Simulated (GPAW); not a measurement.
GPAW run on Co3ReB4 (Pm, 8 atoms in the cell): self-consistent single point.

Computed with LDA (Perdew-Wang 92), GPAW PAW datasets LDA (gpaw-data 1.0.1) (plane waves; GPAW).

```
Co3ReB4
1.0
    4.12595     0.00000     0.00000
    0.00000     3.03195     0.00000
   -0.13336     0.00000     5.41320
Co Re B
3 1 4
Cartesian
  3.56549   0.00000   0.93897
  1.49035   1.51598   1.73266
  0.41454   1.51598   4.47271
  2.51136   0.00000   3.67675
  0.46021   0.00000   2.81697
  1.50785   0.00000   0.24202
  3.65367   1.51598   2.43762
  2.36686   1.51598   5.33508
```

Reference input (self-consistent single point, DFT PBEsol, plane waves, GPAW PAW datasets PBEsol (made by gpaw-setup)): mode = pw; ecut = 900 eV; xc = PBEsol; kpts = 5 7 4; mesh shift (steps) = 0 0 0; occupations.name = methfessel-paxton; occupations.width = 0.05 eV; occupations.order = 0; nbands = -12; convergence.density = 1e-05 e/electron; convergence.energy = 1e-05 eV/electron; symmetry.symmorphic = false. This run's input differs from it in these lines:

```diff
@@ -19,3 +19,3 @@
 calc = GPAW(mode=PW(900),
-            xc='PBEsol',
+            xc='LDA',
             kpts={'size': (5, 7, 4), 'gamma': True},
```

Its files differ too (potentials: GPAW PAW datasets LDA (gpaw-data 1.0.1)).

The program printed (abridged):

```
     iter     time        total  log10-change:
                         energy   eigst   dens
iter:   1 --:--:--   -76.212266
iter:   2 --:--:--   -75.376594   -0.32  -1.25
iter:   3 --:--:--   -74.393751   -0.91  -1.32
iter:   4 --:--:--   -74.186558   -1.44  -1.50
iter:   5 --:--:--   -74.142703   -1.92  -1.66
   [... 2 lines left out ...]
iter:   8 --:--:--   -74.177407   -2.75  -2.26
iter:   9 --:--:--   -74.171425   -2.86  -2.30
iter:  10 --:--:--   -74.173305   -3.16  -2.57
iter:  11 --:--:--   -74.173085   -3.69  -2.69
iter:  12 --:--:--   -74.173295c  -4.17  -2.70
iter:  13 --:--:--   -74.173274c  -4.33  -2.69
   [... lines left out ...]
iter:  18 --:--:--   -74.172653c  -4.85  -3.40
iter:  19 --:--:--   -74.172657c  -5.35  -3.66
iter:  20 --:--:--   -74.172648c  -5.75  -3.76
iter:  21 --:--:--   -74.172647c  -6.18  -3.90
iter:  22 --:--:--   -74.172642c  -6.46  -4.00
iter:  23 --:--:--   -74.172641c  -7.13  -4.10
iter:  24 --:--:--   -74.172638c  -7.00  -4.16
iter:  25 --:--:--   -74.172640c  -7.42c -4.26
iter:  26 --:--:--   -74.172640c  -7.81c -4.35
iter:  27 --:--:--   -74.172640c  -7.60c -4.45
iter:  28 --:--:--   -74.172639c  -7.43c -4.67
iter:  29 --:--:--   -74.172640c  -8.18c -4.99
iter:  30 --:--:--   -74.172640c  -8.68c -5.04c
Converged after 30 iterations.

Dipole moment: (0.941003, -0.000000, -2.234724) |e|*Ang

Energy contributions relative to reference atoms: (reference = -569591.687767)

Kinetic:        +56.542771
Potential:      -47.383880
External:        +0.000000
XC:             -83.213634
Entropy (-ST):   -0.007556
Local:           -0.114118
SIC:             +0.000000
--------------------------
Free energy:    -74.176418
Extrapolated:   -74.172640

Showing only first 2 kpts
 Kpt  Band  Eigenvalues  Occupancy
  0    24     11.78927    2.00000
  0    25     11.97542    2.00000
  0    26     12.36945    1.14248
  0    27     12.94003    0.00000

  1    24     11.83582    2.00000
  1    25     12.04477    2.00000
  1    26     12.67319    0.00000
  1    27     13.10926    0.00000

Fermi level: 12.37580

No gap
   [... lines left out ...]
  2 Co    0.01180    0.00000   -0.08443
  3 Re    0.04010    0.00000    0.07458
  4 B     0.00320    0.00000    0.00578
  5 B     0.01578    0.00000   -0.06321
  6 B    -0.02177    0.00000    0.05593
  7 B    -0.02489    0.00000   -0.04264

Stress tensor:
     0.109215     0.000000     0.000322
     0.000000     0.098446     0.000000
     0.000322     0.000000     0.107421
Stress (GPa, Voigt): [17.4982 15.7727 17.2107  0.      0.0516  0.    ]
```

The run converged in 30 iterations. GPAW prints stress with tension positive. Against the reference run the largest force goes from 0.093 to 0.085 eV/Å.

At such cutoffs GPAW's stress carries a finite-basis (Pulay) error, which enters relaxed cells too; its log prints stress with tension positive.

The starting cell comes from a database of computed structures (which also holds hypothetical and non-ambient phases and stackings), without a prior relaxation at this level. Spin polarisation is off.

Cost on one core of a shared machine: roughly 2 min.
